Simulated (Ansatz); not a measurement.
# bcc Tl (high-temperature phase): properties by level of theory

Reference values: lattice constant a 3.882 Å (measured, temperature not stated, copied from a table, unchecked, not corrected to a static lattice; as tabulated in Crystal Structures 1, 7 (1963)).

```tsv
level (code)	equilibrium lattice constant a (Å)	bulk modulus (GPa)
LDA (Ansatz)	3.793	42.6
PBEsol (Ansatz)	3.853	36.1
r²SCAN (Ansatz)	3.920	31.7
```

Caveats: symmetry holds this phase in the static calculation, where it need not be a minimum (LDA, PBEsol, r²SCAN); the bulk modulus is −V dP/dV from two relaxed cells at ±2 % in volume (LDA, PBEsol, r²SCAN). Ansatz's density-functional and Hartree–Fock values are scalar-relativistic unless marked +SOC, with PAW data made under PBE.

The computed numbers hold no vibrational or temperature effects.

Ansatz is a first-principles code.
